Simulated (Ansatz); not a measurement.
## PbF2 under a change: pressure 1.5 GPa

The parent structure is PbF$_{2}$ in the fluorite structure (space group Fm-3m, No. 225; a = 5.899 Å).

Modification: a hydrostatic pressure of 1.5 GPa.

All numbers come from Kohn–Sham DFT with the PBEsol functional, run in Ansatz (a first-principles code) with PAW and 420 eV plane waves, scalar-relativistic without spin-orbit coupling. Γ-centred 10×10×10 mesh, Fermi–Dirac width 0.05 eV.

| quantity | base | changed | shift |
|---|---|---|---|
| volume per atom | 17.10 Å³ | 16.78 Å³ | -0.32 Å³ |
| lattice parameter a | 5.899 Å | 5.862 Å | -0.037 Å |
| shortest interatomic distance | 2.554 Å | 2.538 Å | -0.016 Å |
| enthalpy H = E + PV relative to the base's energy | – | +0.16 eV/atom | – |
| band gap | 4.31 eV | 4.30 eV | -0.01 eV |
| gap character | indirect, W → X | indirect, W → X | – |
| smallest direct gap | 4.46 eV | 4.45 eV | -0.004 eV |
| mean gap deformation potential ΔEg/Δln V | – | +0.4 eV | – |
| width of the top valence band | 2.08 eV | 2.20 eV | +0.12 eV |
| valley order (the lowest conduction-band minima on the path, energy above the VBM, named in the base's zone) | X along ⟨100⟩ 4.31 eV; L along ⟨111⟩ 4.93 eV; a point along ⟨110⟩, about 0.6 Å⁻¹ from Γ 5.30 eV | X along ⟨100⟩ 4.30 eV; L along ⟨111⟩ 4.92 eV; a point along ⟨110⟩, about 0.6 Å⁻¹ from Γ 5.30 eV | – |

Final structure:

```
CELL_PARAMETERS angstrom
      0.00000     2.93088     2.93088
      2.93088     0.00000     2.93088
      2.93088     2.93088     0.00000
ATOMIC_POSITIONS crystal
  Pb 0.00000 0.00000 0.00000
  F  0.75000 0.75000 0.75000
  F  0.25000 0.25000 0.25000
```

Spin-orbit coupling, missing from the scalar runs, can matter with Pb. Load acts through the strain it causes; cell and atoms are relaxed under it. Stability against distortions was not tested.
